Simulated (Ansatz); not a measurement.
# Effect of Cu → Hg on ZnCu2SnS4

Base system: ZnCu₂SnS₄ (space group I-4, No. 82; a = 5.4145 Å, c = 10.8227 Å).

It is then changed as follows: every Cu is replaced by Hg, then cell and atoms are relaxed.

Calculations: r2SCAN, PAW, 500 eV (Ansatz, a program for electronic structure; no spin-orbit coupling), earlier PAW set. Settings: 8×8×8 k-points, 0.05 eV Fermi–Dirac smearing, for the changed cell.

```json
[
 {"quantity": "volume per atom", "base": "19.83 Å³", "changed": "25.89 Å³", "shift": "+6.06 Å³"},
 {"quantity": "lattice parameter a", "base": "5.414 Å", "changed": "5.878 Å", "shift": "+0.4632 Å"},
 {"quantity": "c/a ratio", "base": "1.999", "changed": "2.040", "shift": "+0.0415"},
 {"quantity": "space group", "base": "I-4 (No. 82)", "changed": "I-4 (No. 82)", "shift": "–"},
 {"quantity": "shortest interatomic distance", "base": "2.299 Å", "changed": "2.351 Å", "shift": "+0.0511 Å"},
 {"quantity": "band gap", "base": "0.47 eV", "changed": "0.97 eV", "shift": "+0.50 eV"},
 {"quantity": "gap character", "base": "direct at Γ", "changed": "indirect, N → X", "shift": "–"},
 {"quantity": "smallest direct gap", "base": "0.47 eV", "changed": "1.51 eV", "shift": "+1.04 eV"},
 {"quantity": "width of the top valence band", "base": "0.88 eV", "changed": "1.21 eV", "shift": "+0.33 eV"}
]
```

Final structure:

```yaml
crystal:
  lattice:
    - [-2.93886, 2.93886, 5.99631]
    - [2.93886, -2.93886, 5.99631]
    - [2.93886, 2.93886, -5.99631]
  atoms:
    - { symbol: Hg, position: [0.00000, 0.00000, 0.00000] }
    - { symbol: Hg, position: [0.75000, 0.25000, 0.50000] }
    - { symbol: Zn, position: [0.25000, 0.75000, 0.50000] }
    - { symbol: Sn, position: [0.50000, 0.50000, 0.00000] }
    - { symbol: S, position: [0.60871, 0.64303, 0.53027] }
    - { symbol: S, position: [0.11276, 0.07844, 0.46973] }
    - { symbol: S, position: [0.35697, 0.88724, 0.96568] }
    - { symbol: S, position: [0.92156, 0.39129, 0.03432] }
```

Spin-orbit coupling, missing from the scalar runs, can matter with Hg. Stability against distortions was not tested. As relaxed here, ZnSnHg2S4 is a hypothetical phase, not in the database extracts checked. The final runs are not spin-polarised.
